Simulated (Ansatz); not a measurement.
Base system: ZnS in the wurtzite structure (space group P6_3mc, No. 186; a = 3.806 Å, c = 6.245 Å).

Computed with r2SCAN in Ansatz (plane waves to 500 eV, PAW, scalar-relativistic without spin-orbit coupling).

Before the change:

| Item | Result |
|---|---|
| Band gap | 2.78 eV |
| Valence-band top at Γ | 0.00, 0.00, -0.08 eV |
| Density | 4.13 g/cm³ |
| Electron mass | 0.18 mₑ along c, 0.21 mₑ across (at Γ) |

The change: a hydrostatic pressure of 0.7 GPa.

Problem. Estimate the effect on the band gap.

Solution. The band gap rises by 0.04 eV to 2.82 eV.

Problem. What does the calculation give for the valence-band top at Γ after the change?

Solution. The valence-band top at Γ (three highest levels, from the VBM) becomes 0.00, 0.00, -0.09 eV (base: 0.00, 0.00, -0.08 eV).

Problem. What does the calculation give for the density after the change?

Solution. The density rises by 0.04 g/cm³ (4.13 g/cm³ → 4.17 g/cm³).

Problem. What does the calculation give for the electron mass after the change?

Solution. The electron mass is still 0.18 mₑ along c, 0.21 mₑ across (at Γ).

Load acts through the strain it causes; cell and atoms are relaxed under it. Effective masses come from finite differences of ±0.01 Å⁻¹. No phonon test of stability was made.

Ansatz is a first-principles code.
